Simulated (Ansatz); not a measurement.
The starting structures come from a database of crystals and need not be the phases stable at ambient conditions.

The decay constant κ of evanescent states in the gap governs leakage through a thin film.

```
CELL_PARAMETERS angstrom
      6.23127     0.00000     0.00000
     -3.11563     5.39643     0.00000
      3.11563     1.79881     5.08781
ATOMIC_POSITIONS crystal
  Cd 0.50000 0.75000 0.75000
  Cd 0.00000 0.00000 0.00000
  Rh 0.75000 0.37500 0.37500
  Rh 0.25000 0.87500 0.37500
  Rh 0.75000 0.37500 0.87500
  Rh 0.25000 0.37500 0.37500
  O  0.28628 0.14314 0.14314
  O  0.78628 0.17942 0.60686
  O  0.28628 0.14314 0.57058
  O  0.78628 0.60686 0.60686
  O  0.71372 0.57058 0.14314
  O  0.21372 0.60686 0.60686
  O  0.71372 0.14314 0.14314
  O  0.21372 0.60686 0.17942
```

Space group of this cell: Fd-3m, spinel. The cell is taken as given; by r2SCAN its mean pressure is -1.0 GPa.

Transport runs along the normal of the first two printed cell vectors, the (111) plane of the conventional cell.

The gap is the functional's own. No spin-orbit coupling. Mid-gap values are interpolated on the energy grid.

### Question
Predict the band gap and the smallest decay constant κ at mid-gap from r2SCAN (Ansatz, a first-principles code).

### Answer
Gap 1.30 eV on a 8×8×8 mesh; κ = 0.261 1/Å, at (0.500, 0.000) of the in-plane reciprocal vectors. At the zone centre, at the nearest computed energy, the slowest state has κ = 0.32 1/Å.
